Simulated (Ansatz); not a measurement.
Start from InAgTe$_{2}$ in the chalcopyrite structure (space group I-42d, No. 122).

```yaml
crystal:
  lattice:
    - [-3.21597, 3.21597, 6.38292]
    - [3.21597, -3.21597, 6.38292]
    - [3.21597, 3.21597, -6.38292]
  atoms:
    - { symbol: In, position: [0.50000, 0.50000, 0.00000] }
    - { symbol: In, position: [0.25000, 0.75000, 0.50000] }
    - { symbol: Te, position: [0.37500, 0.36624, 0.49124] }
    - { symbol: Te, position: [0.63376, 0.12500, 0.00876] }
    - { symbol: Te, position: [0.87500, 0.88376, 0.50876] }
    - { symbol: Te, position: [0.11624, 0.62500, 0.99124] }
    - { symbol: Ag, position: [0.00000, 0.00000, 0.00000] }
    - { symbol: Ag, position: [0.75000, 0.25000, 0.50000] }
```

All numbers come from Ansatz (an electronic-structure program), PBEsol, PAW, cutoff 420 eV, without spin-orbit coupling.

Before the change:

| Item | Result |
|---|---|
| Valence-band top at Γ | 0.00, -0.07, -0.07 eV |
| Band gap | 0.08 eV |
| Gap character | direct at Γ |

It is then changed as follows: every lattice vector is shortened by 2.25 %; the atoms relax in the strained cell.

Problem. How does this affect the valence-band top at Γ, band gap and gap character?

Solution. The valence-band top at Γ (three highest levels, from the VBM) stays 0.00, -0.07, -0.07 eV; the band gap increases by 0.165 eV to 0.24 eV; the gap character is still direct at Γ.

With Te present, leaving out spin-orbit coupling can change the band edges. Whether these cells are dynamically stable was not tested. A zero or small gap of InAgTe2 can be the functional's error rather than a property of the material.
